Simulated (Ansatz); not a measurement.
This Ansatz (a quantum-chemistry and plane-wave program) input is the reference run, HgS in the zinc blende structure (space group F-43m, No. 216), computed with PBE (Ansatz), without spin-orbit coupling:

Ansatz 0.2 input:
```yaml
crystal:
  lattice:
    - [0, 2.9958909711, 2.9958909711]
    - [2.9958909711, 0, 2.9958909711]
    - [2.9958909711, 2.9958909711, 0]
  atoms:
    - { symbol: S, position: [0.25, 0.25, 0.25] }
    - { symbol: Hg, position: [0, 0, 0] }
basis: { ecutwfc: 420, ecutrho_ratio: 4, xc_grid: 2, fft_grid_basis: typed }
kpoints: { mp_grid: { grid: [10, 10, 10] } }
hamiltonian:
  xc: pbe
  dispersion: none
  pseudopotentials: { kind: paw }
scf: { occupations: { method: fermi_dirac, width: 0.05 }, convergence: { dr2_threshold: 0.0000000002 } }
output: { forces: true, stress: true }
```

**Question.** Write the input for this change: an isotropic linear strain of +4.97 %; the atoms relax in the strained cell.

**Answer.** 
Ansatz 0.2 input:
```yaml
crystal:
  lattice:
    - [0, 3.1447867524, 3.1447867524]
    - [3.1447867524, 0, 3.1447867524]
    - [3.1447867524, 3.1447867524, 0]
  atoms:
    - { symbol: S, position: [0.25, 0.25, 0.25] }
    - { symbol: Hg, position: [0, 0, 0] }
basis: { ecutwfc: 420, ecutrho_ratio: 4, xc_grid: 2, fft_grid_basis: typed }
kpoints: { mp_grid: { grid: [10, 10, 10] } }
hamiltonian:
  xc: pbe
  dispersion: none
  pseudopotentials: { kind: paw }
scf: { occupations: { method: fermi_dirac, width: 0.05 }, convergence: { dr2_threshold: 0.0000000002 } }
relax: { f_tol: 0.005, max_steps: 50 }
output: { forces: true, stress: true }
checkpoint: { write: state.ck, write_every: 1000 }
```
This is the input that was run.

No phonon test of stability was made. The final runs are not spin-polarised.
